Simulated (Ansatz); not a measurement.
**MgS, pressure series**

The reference is MgS in the rock salt structure (space group Fm-3m, No. 225; a = 5.230 Å).

Cell and atoms are relaxed at each pressure.

Level of theory: Ansatz (a first-principles code) PBE, spin-orbit coupling left out.

```
pressure (GPa)  band gap (eV)
--------------  -------------
-2                       2.70
-1                       2.73
0                        2.76
0.9                      2.78
2.1                      2.81
4.5                         ?
9                        2.96
15                       3.06
```

### Question
Fit E_g = E₀ + αP + βP² to the rows shown and predict the withheld row.

### Answer
Least squares on the printed values gives E₀ = 2.76 eV, α = 26.5 meV/GPa, β = -0.42 meV/GPa² (largest residual 0.00 eV); this predicts 2.87 eV, and the run gives 2.87 eV, in agreement.

Load acts through the strain it causes; cell and atoms are relaxed under it. Stability against distortions was not tested. Competing high-pressure phases were not computed.
